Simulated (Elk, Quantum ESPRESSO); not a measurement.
**Equation of state of rock-salt ZrC (space group 225): energy against volume (Elk, PBE)**

```
CELL_PARAMETERS angstrom
      0.00000     2.30822     2.30822
      2.30822     0.00000     2.30822
      2.30822     2.30822     0.00000
ATOMIC_POSITIONS crystal
  Zr 0.00000 0.00000 0.00000
  C  0.50000 0.50000 0.50000
```

Level of theory: PBE, all-electron FP-LAPW, Elk's shipped species files, default APW+lo basis run with Elk 10.2.4. Settings: xctype = 20; rgkmax = 7.98; swidth = 0.00183747 Ha; ngridk = 21 21 21; rmtscf = 0.93; maxscl = 100; sphere radii = {Zr: 2.418, C: 1.674} bohr. The cell above is the first row's. The rows scale it uniformly. In all rows fractional positions and the k mesh are held. E is the free energy at the stated smearing, counted from the lowest row.

| V (Å^3/atom) | E (meV/atom) |
|---|---|
| 12.298 | 40.12 |
| 12.565 | 17.68 |
| 12.833 | 4.58 |
| 13.100 | 0.00 |
| 13.367 | 3.02 |
| 13.635 | 12.93 |
| 13.902 | 29.02 |
| 14.169 | 50.70 |
| 14.437 | ? |

Q: Fit E against V with the third-order Birch-Murnaghan form, a cubic in V^(-2/3), and predict the withheld value at V = 14.437.

A: With u = V^(-2/3) - 0.179, the rows have u = 0.008691, 0.006023, 0.003438, 0.000950, -0.001454, -0.003788, -0.006039, -0.008219. Least squares gives E = 0.312 - 936.11·u + 633294·u² + 162131·u³. Residuals (row less fit): 0.002, -0.003, -0.006, 0.006, 0.009, -0.006, -0.005, 0.004; standard error 0.008 (degrees of freedom: 4). Its minimum lies at u = 0.000739, so V0 = (0.179739)^(-3/2) = 13.12. There d²E/du² = 1267000 and d³E/du³ = 972800, so B0 = (4/9) × 13.12^(-7/3) × 1267000 × 0.160218 = 222 GPa (the last factor turns the table's units into GPa), and B0' = 4 + (2/3) × 0.179739 × (972800)/1267000 = 4.1. At the withheld row, u = -0.010339, so E = 0.312 - 936.11 × (-0.010339) + 633294 × (-0.010339)² + 162131 × (-0.010339)³ = 77.507 meV/atom. The calculation gives 77.37 meV/atom, 0.137 meV/atom below the prediction (0.2 % of the range of E in the table). The row lies outside the fitted rows, so this is an extrapolation. From the scatter of the fitted rows alone, a prediction at this place has a standard error of 0.019 meV/atom, so the miss is 7.4 times that.

Carrying the step between the two nearest rows on in a straight line would have given 72.46, off by 4.91; series whose last step already gives the withheld value aren't shown. The scan was laid around a cell of about the measured size, scaled by a guess for this functional. The runs keep the symmetry of the cell, so they don't test it for distortions. A plane-wave scan with the same functional (Quantum ESPRESSO, GBRV) gives V0 = 13.05 Å^3/atom and B0 = 222 GPa; a Birch-Murnaghan fit to all rows here lies 0.6 % from it in V0 and 0 % in B0; the two differ in basis, and may differ in potentials and mesh. Values depend on the basis (sphere radii, cutoffs, local orbitals), which need not be converged. Sphere radii are the same in all rows. Cutoffs and mesh are single choices, not tested for convergence of this quantity. Series with a scatter that would blur these digits, or in which a gap closes, are not shown. Nor are scans whose minimum lies at an end fitted in this form.

Terms beyond the fitted order, or numerical noise in single rows, can give a miss of this size; the table doesn't tell which.
